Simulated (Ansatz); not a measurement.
The parent structure is MgS in the rock salt structure (space group Fm-3m, No. 225; a = 5.1820 Å). Axes: x, y, z lie along the cube axes.

One thing is altered: the cell is compressed by 4.01 % along z with no lateral relaxation, atoms relaxed at fixed cell.

Levels (all Ansatz, a program for electronic structure, PAW): PBEsol (420 eV, without spin-orbit coupling); HSE06+SOC (420 eV, spin-orbit coupling included).

The geometry is relaxed with PBEsol.

- PBEsol valence-band top at Γ = 0.00, 0.00, -0.19 eV
- PBEsol band gap = 2.61 eV

With HSE06+SOC at the same geometry, the valence-band top at Γ (three highest Kramers pairs, from the VBM) changes from 0.00, 0.00, -0.19 eV to 0.00, -0.06, -0.26 eV; the band gap increases by 1.075 eV, from 2.61 eV to 3.69 eV.

Single points use the geometry relaxed with PBEsol. HSE06 gaps are upper bounds (no full band path). The spin-orbit shifts are approximate. The cells carry an imposed strain or load. Stability against distortions was not tested.
